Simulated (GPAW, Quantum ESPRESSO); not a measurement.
A GPAW input for a self-consistent single point of ZnCu3 (P-6m2, 4 atoms in the cell) (DFT LDA (Perdew-Wang 92), plane waves, GPAW PAW datasets LDA (gpaw-data 1.0.1)):

```python
from ase import Atoms
from ase.units import GPa
from gpaw import GPAW, PW

atoms = Atoms(['Zn', 'Cu', 'Cu', 'Cu'],
              cell=[[2.561460, 0.000000, 0.000000],
                    [-1.280730, 2.218289, 0.000000],
                    [0.000000, 0.000000, 8.397590]],
              scaled_positions=[[0.666667, 0.333333, 0.000000],
                                [0.666667, 0.333333, 0.500000],
                                [0.333333, 0.666667, 0.254070],
                                [0.333333, 0.666667, 0.745930]],
              pbc=True)

calc = GPAW(mode=PW(850),
            xc='LDA',
            kpts={'size': (12, 12, 3), 'gamma': True},
            occupations={'name': 'methfessel-paxton', 'width': 0.1, 'order': 0},
            nbands=-8,
            convergence={'forces': 0.001},
            symmetry={'symmorphic': False, 'tolerance': 0.0005},
            maxiter=150)

atoms.calc = calc

energy = atoms.get_potential_energy()
print('Energy (eV):', round(energy, 6))
forces = atoms.get_forces()
print('Forces (eV/Ang):')
print(forces.round(5))
stress = atoms.get_stress()
print('Stress (GPa, Voigt):', (stress / GPa).round(4))
```

Task: Write the same calculation as an input for Quantum ESPRESSO.

Result: One input that does it (others would too):

```fortran
&CONTROL
 calculation = 'scf'
 prefix = 'ZnCu3'
 outdir = './out'
 pseudo_dir = './'
 tprnfor = .true.
 tstress = .true.
/
&SYSTEM
 ibrav = 4
 celldm(1) = 4.840457409
 celldm(3) = 3.27843917741
 nat = 4
 ntyp = 2
 ecutwfc = 55
 ecutrho = 330
 occupations = 'smearing'
 smearing = 'gauss'
 degauss = 0.0073499
/
&ELECTRONS
 conv_thr = 1e-10
/
ATOMIC_SPECIES
Zn    65.3800  Zn.pz-dn-rrkjus_psl.1.0.0.UPF
Cu    63.5460  Cu.pz-dn-rrkjus_psl.1.0.0.UPF
ATOMIC_POSITIONS {alat}
Zn    0.500000000    0.288675135    0.000000000
Cu    0.500000000    0.288675135    1.639219589
Cu    0.000000000    0.577350269    0.832953042
Cu    0.000000000    0.577350269    2.445486136
K_POINTS {automatic}
12 12 3  0 0 0
```

Basis settings and potentials, where a program has them, do not carry over. This input uses DFT, LDA (PZ), plane waves, PSlibrary ultrasoft (LDA) pseudopotentials. LDA parametrisations can differ slightly between programs.

The starting cell comes from a database of computed structures (which also holds hypothetical and non-ambient phases and stackings), without a prior relaxation at this level.
